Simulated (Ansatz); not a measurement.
# SnO: axis ratio against pressure

SnO (litharge, P4/nmm, 17.516 Å³/atom at rest, c along z) under hydrostatic pressure, with the cell free. PBE-D3(BJ) in Ansatz, a plane-wave DFT program (PAW, default set), 420 eV, 12×12×10 Γ-centred mesh, Fermi-Dirac smearing 0.05 eV; ions are relaxed within the symmetry of each cell.

Here P stands for pressure and y for c/a.

```
pressure (GPa)    c/a
--------------  -----
-1.0            1.268
0.0             1.240
0.3             1.234
0.7             1.226
1.5             1.214
3.0                 ?
```

Fit y against P with a straight line, and predict the withheld value at P = 3.0.

Means: P 0.30000, y 1.2364. About the means, the sum of products is -0.073200 and the sum of squares of P is 3.3800; the slope is their ratio. Least squares gives y = 1.2429 - 0.02166·P. Residuals (row less fit): 0.0034, -0.0029, -0.0024, -0.0017, 0.0036; standard error 0.0037 (degrees of freedom: 3). At the withheld row, y = 1.2429 - 0.02166 × 3.0 = 1.1779. The calculation gives 1.196, 0.0181 above the prediction (25.1 % of the range of y in the table). The row lies outside the fitted rows, so this is an extrapolation. From the scatter of the fitted rows alone, a prediction at this place has a standard error of 0.0068, so the miss is 2.7 times that.

One order more doesn't follow all runs of the series either: the slope changes along it. This level leaves no gap over 0.05 eV at pressure 0.0, 0.3, 0.7, 1.5, 3.0, where the mesh may be coarse. Other structures, which can take over under pressure, weren't tried. Rows are the converged runs of the series near zero and its far end; series whose fitted rows scatter by over a few per cent of the range, as at a crossing or softening among them, aren't shown in this form. Most that stay on the fit to the last digits aren't either.
